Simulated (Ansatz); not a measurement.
## BAs: response to strain

Consider BAs in the zinc blende structure (space group F-43m, No. 216; a = 4.768 Å). Axes: x, y, z lie along the cube axes.

Strains are applied to the cell and any free atomic positions relax; under biaxial strain the out-of-plane vector relaxes too.

The values are results of PBEsol/PAW in Ansatz (an electronic-structure program), no spin-orbit coupling, not measurements.

Notes on the quantities. pressure: mean of the normal stresses, compression positive.

```csv
variant,band gap,pressure,gap character
base,1.08 eV,0.00 GPa,"indirect, Γ → Γ–X (82 % along)"
"biaxial strain −0.28 %, plane normal [111], relaxed out of plane",1.07 eV,[?],"indirect, Γ → F–Γ (18 % along)"
"biaxial strain +2.29 %, plane normal [111], relaxed out of plane",0.97 eV,[?],"indirect, Γ → F–Γ (18 % along)"
"biaxial strain +2.99 %, plane normal [111], relaxed out of plane",0.94 eV,-6.47 GPa,"indirect, Γ → k = (0, 0.417, -0.417) in the run's primitive reciprocal basis"
isotropic strain −0.55 %,1.07 eV,2.40 GPa,"indirect, Γ → Γ–X (82 % along)"
isotropic strain +1.80 %,1.13 eV,-6.73 GPa,"indirect, Γ → Γ–X (82 % along)"
isotropic strain +2.40 %,1.15 eV,-8.63 GPa,"indirect, Γ → Γ–X (82 % along)"
isotropic strain +2.60 %,1.16 eV,-9.23 GPa,"indirect, Γ → Γ–X (82 % along)"
uniaxial strain ε_yy = +0.87 %,1.03 eV,[?],"indirect, Γ → Γ–X (82 % along)"
tensor shear ε_yz = −1.42 %,[?],0.08 GPa,"indirect, Γ → k = (0, 0.417, 0.417) in the run's primitive reciprocal basis"
```

Problem. Complete the table.

Solution. 
- biaxial strain −0.28 %, plane normal [111], relaxed out of plane, pressure: 0.70 GPa
- biaxial strain +2.29 %, plane normal [111], relaxed out of plane, pressure: -5.11 GPa
- uniaxial strain ε_yy = +0.87 %, pressure: -1.19 GPa
- tensor shear ε_yz = −1.42 %, band gap: 0.88 eV

Stability against distortions was not tested. k-point labels follow each cell's own Brillouin zone.
